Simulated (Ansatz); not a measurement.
Several settings converged on CoAl (P4mm, 2 atoms in the cell)

```
CoAl
1.0
    2.85142     0.00000     0.00000
    0.00000     2.85142     0.00000
    0.00000     0.00000     2.85142
Al Co
1 1
Direct
  0.50000   0.50000   0.51753
  0.00000   0.00000   0.00000
```

Base method: PBEsol, PAW files made with PBE (plane waves; Ansatz, an electronic-structure program).

Base settings: basis.ecutwfc = 420 eV; kpoints.mp_grid.grid = 12 12 12; hamiltonian.xc = pbesol; hamiltonian.pseudopotentials = {kind: paw} (the program's default PAW files); scf.occupations.method = gaussian; scf.occupations.width = 0.1 eV.

**The width of Gaussian smearing**

In this ladder: kpoints.mp_grid.grid = 20 20 20.

Narrow widths need finer meshes than wide ones, so the last steps can hold mesh noise.

Only quantities that move along the ladder and can be compared are tabulated; pressure and forces are left out, as mesh noise rules them at narrow widths.

| scf.occupations.width | free energy less the last step's (meV/atom) | energy extrapolated to zero width less the last step's (meV/atom) |
|---|---|---|
| 1 eV | -142.64 | 27.57 |
| 0.5 eV | -27.63 | 2.84 |
| 0.3 eV | -9.23 | 0.49 |
| 0.2 eV | -3.74 | 0.38 |
| 0.1 eV | -0.65 | 0.06 |
| 0.05 eV | 0.00 | 0.00 |

Widest scf.occupations.width that holds the energy extrapolated to zero width within 2 meV/atom of the last step, with all finer ones: 0.3 eV; the step before is off by 2.8 meV/atom.

Widest scf.occupations.width that holds the free energy within 2 meV/atom of the last step, with all finer ones: 0.1 eV; the step before is off by 3.7 meV/atom.

The extrapolation to zero width removes most of the smearing's effect on the energy.

**The width of cold smearing**

In this ladder: kpoints.mp_grid.grid = 20 20 20; scf.occupations.method = cold.

Narrow widths need finer meshes than wide ones, so the last steps can hold mesh noise.

Only quantities that move along the ladder and can be compared are tabulated; pressure and forces are left out, as mesh noise rules them at narrow widths.

| scf.occupations.width | free energy less the last step's (meV/atom) |
|---|---|
| 0.3 eV | -1.74 |
| 0.2 eV | -0.64 |
| 0.1 eV | -0.08 |
| 0.05 eV | 0.00 |

Widest scf.occupations.width that holds the free energy within 0.5 meV/atom of the last step, with all finer ones: 0.1 eV; the step before is off by 0.64 meV/atom.

On the base run: the starting cell has typed, rounded lattice constants, without a prior relaxation at this level. Its lattice was rescaled by up to half a per cent. One atom was moved a little off its site on purpose. Spin polarisation is off. In the base run, with a pressure of about -5 GPa the cell is away from its equilibrium volume at this level. Ansatz's pressure includes its estimate of the finite-basis (Pulay) stress.

Left out of this page: 4 runs of the series outside the window shown, repeating another row's setting, or not comparable; 2 runs of the series unsound by tests on forces, stress, charge or solver warnings.

Keys are those of Ansatz 0.2.
